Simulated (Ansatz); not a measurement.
The starting structures come from a database of crystals and need not be the phases stable at ambient conditions.

Input:

```yaml
crystal:
  lattice:
    - [3.84010, 0.00000, 0.00000]
    - [0.00000, 6.00806, 0.00000]
    - [1.92005, 0.00000, 3.32563]
  atoms:
    - { symbol: Sn, position: [0.00000, 0.00000, 0.00000] }
    - { symbol: Se, position: [0.66667, 0.26523, 0.66667] }
    - { symbol: Se, position: [0.33333, 0.73477, 0.33333] }
```

Space group of this cell: P-3m1, CdI2 type. The cell was relaxed by PBE-D3(BJ).

Transport runs along the normal of the first two printed cell vectors, the (100) plane of the conventional cell.

The gap is the functional's own, uncorrected, and κ follows it; spin-orbit coupling is left out. Mid-gap values are interpolated between the computed energies.

Compute, with r2SCAN (Ansatz, a program for electronic structure), the band gap and the smallest decay constant κ at mid-gap.

Gap 0.67 eV on a 10×6×10 mesh; κ = 0.115 1/Å, at the zone centre.
